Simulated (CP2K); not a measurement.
A self-consistent single point of MgAl (Pm-3m, 2 atoms in the cell) with CP2K.

Method of the run: PBEsol, GPW, DZVP-MOLOPT-SR-GTH basis, GTH-PBE potentials (GTH_POTENTIALS) in CP2K 2026.2.

The change in words: lattice scaled by 0.98. Reference geometry:
```yaml
crystal:
  lattice:
    - [3.39841, 0.00000, 0.00000]
    - [0.00000, 3.39841, 0.00000]
    - [0.00000, 0.00000, 3.39841]
  atoms:
    - { symbol: Mg, position: [0.50000, 0.50000, 0.50000] }
    - { symbol: Al, position: [0.00000, 0.00000, 0.00000] }
```

Reference input (self-consistent single point, DFT PBEsol, GPW, DZVP-MOLOPT-SR-GTH basis, GTH-PBE potentials (GTH_POTENTIALS)): CUTOFF = 1000 Ry; REL_CUTOFF = 40 Ry; SMEAR/METHOD = GAUSSIAN; SIGMA = 0.2 eV; KPOINTS/SCHEME = MONKHORST-PACK 13 13 13; XC_FUNCTIONAL = PBE:PBESOL; Mg/BASIS_SET = DZVP-MOLOPT-SR-GTH-q10; Mg/POTENTIAL = GTH-PBE-q10; Al/BASIS_SET = DZVP-MOLOPT-SR-GTH-q3; Al/POTENTIAL = GTH-PBE-q3; METHOD = GPW; EPS_DEFAULT = 1e-10. This run's input differs from it in these lines:

```diff
@@ -66,3 +66,3 @@
     &CELL
-      ABC 3.39840900 3.39840900 3.39840900
+      ABC 3.33044100 3.33044100 3.33044100
       ALPHA_BETA_GAMMA 90.00000000 90.00000000 90.00000000
```

Output, abridged:

```
 SCF WAVEFUNCTION OPTIMIZATION

  Step     Update method      Time    Convergence         Total energy    Change
     1 NoMix/Diag. 0.30E+00      -     1.24779250       -65.5175659746 -6.55E+01
     2 Broy./Diag. 0.30E+00      -     0.02253009       -65.3646155888  1.53E-01
     3 Broy./Diag. 0.30E+00      -     0.08602134       -65.2360895270  1.29E-01
     4 Broy./Diag. 0.30E+00      -     0.00382190       -65.1770210787  5.91E-02
     5 Broy./Diag. 0.30E+00      -     0.00149924       -65.1980048033 -2.10E-02
     6 Broy./Diag. 0.30E+00      -     0.00050120       -65.1968075251  1.20E-03
   [... 3 lines left out ...]
    10 Broy./Diag. 0.30E+00      -     0.00000291       -65.1938397139  2.68E-05
    11 Broy./Diag. 0.30E+00      -     0.00000013       -65.1938412432 -1.53E-06
    12 Broy./Diag. 0.30E+00      -     0.00000025       -65.1938413116 -6.83E-08
    13 Broy./Diag. 0.30E+00      -     6.0547E-09       -65.1938411294  1.82E-07
  *** SCF run converged in    13 steps ***

  Overlap energy of the core charge distribution:               0.00000000000000
  Self energy of the core charge distribution:               -151.98860104335219
  Core Hamiltonian energy:                                     44.37687374762584
  Hartree energy:                                              51.67223321836359
  Exchange-correlation energy:                                 -9.25376094606334
  Smearing free energy correction:                             -0.00058610601091
  Fermi energy:                                                 0.23986680101752

  Total energy:                                               -65.19384112943902
  Total energy (extrapolated to sigma->0):                    -65.19354807643357

   [... lines left out ...]

 STRESS| Analytical stress tensor [bar]
 STRESS|                        x                   y                   z
 STRESS|      x        4.10150525505E+04   4.36487837194E-03   4.36487831628E-03
 STRESS|      y        4.36487837194E-03   4.10150525504E+04   4.36487637197E-03
 STRESS|      z        4.36487831628E-03   4.36487637197E-03   4.10150525505E+04
 STRESS| 1/3 Trace                                             4.10150525505E+04
```

The run converged in 13 iterations. Against the reference run the free energy goes up by 13.4 meV/atom and the pressure goes from 0.67 to 4.10 GPa.

The starting cell comes from a database of computed structures (which also holds hypothetical and non-ambient phases and stackings), without a prior relaxation at this level. Its lattice was rescaled by a random factor within 2.5 % of one. For this run, on top of that: lattice scaled by 0.98. Values carry the incompleteness of an atom-centred basis. The potentials were made for another functional than the one used. With a pressure of about 4 GPa the cell is away from its equilibrium volume at this level.

Cost on one core of a shared machine: roughly 80 s.
